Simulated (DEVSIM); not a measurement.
Structure: abrupt GaAs p-n junction, at 250 K.

```tsv
layer (left to right)	material	thickness (μm)	Nd (cm⁻³)	Na (cm⁻³)	τn (s)	τp (s)
1	GaAs	23.0	-	3.2e15	1.1e-9	1.1e-9
2	GaAs	2.90	1.1e15	-	1.1e-9	1.1e-9
```

Left contact: ohmic. Right contact: ohmic. Voltage is applied to the left contact. Recombination: SRH at mid-gap. Mobility is μmin + (μ − μmin)/(1 + (N/Nref)^α).

The device is made up for the run: typed textbook-type constants, with dimensions and the other settings drawn at random. Values at 300 K; Nc and Nv go as T^1.5, mobilities as T to minus their exponent, the gap by Varshni's rule with the affinity fixed.

| parameter | GaAs |
|---|---|
| gap (eV) | 1.424 |
| affinity (eV) | 4.07 |
| permittivity | 12.9 |
| Nc (cm⁻³) | 4.7e17 |
| Nv (cm⁻³) | 9e18 |
| μn (cm²/Vs) | 8500 |
| μp (cm²/Vs) | 400 |
| μn,min | 500 |
| μp,min | 20 |
| Nref,n | 6e16 |
| Nref,p | 1.5e17 |
| αn | 0.39 |
| αp | 0.38 |
| T exponent of μn | 2.1 |
| T exponent of μp | 2.2 |
| Varshni α (eV/K) | 0.000541 |
| Varshni β (K) | 204 |

Model (solved in DEVSIM): 1D drift-diffusion, Boltzmann statistics, complete ionisation; no tunnelling, impact ionisation, image-force lowering or self-heating.

Tabulate band edges, carrier densities and field at 1.05 V on the left contact.

Energies count from the Fermi level of the right contact; mesh points crowd at the junctions.

```csv
x (μm),Ec (eV),Ev (eV),n (cm⁻³),p (cm⁻³),field (V/cm)
0.000,0.231,-1.215,< 1e2,3.2e15,≈ 0
0.03488,0.231,-1.215,7.9e8,3.2e15,≈ 0
0.1203,0.231,-1.215,2.7e9,3.2e15,≈ 0
0.3445,0.231,-1.215,7.8e9,3.2e15,≈ 0
1.177,0.231,-1.215,2.7e10,3.2e15,≈ 0
2.918,0.232,-1.214,6.8e10,3.2e15,≈ 0
7.185,0.233,-1.213,2.2e11,3.2e15,≈ 0
17.49,0.237,-1.209,1.8e12,3.2e15,≈ 0
20.77,0.238,-1.208,3.6e12,3.2e15,≈ 0
22.10,0.238,-1.208,4.7e12,3.2e15,≈ 0
22.66,0.238,-1.208,5.4e12,3.1e15,-57
22.91,0.224,-1.222,1.1e13,1.7e15,-1800
22.98,0.207,-1.239,2.4e13,7.5e14,-3600
23.01,0.196,-1.250,4.0e13,4.4e14,-4300
23.08,0.170,-1.276,1.3e14,1.3e14,-3000
23.23,0.140,-1.306,5.3e14,3.2e13,-1200
23.58,0.125,-1.321,1.1e15,1.2e13,-71
24.45,0.124,-1.322,1.1e15,5.1e12,≈ 0
25.46,0.125,-1.322,1.1e15,1.2e12,≈ 0
25.73,0.125,-1.321,1.1e15,4.5e11,≈ 0
25.85,0.125,-1.321,1.1e15,1.5e11,≈ 0
25.90,0.125,-1.321,1.1e15,< 1e2,≈ 0
```
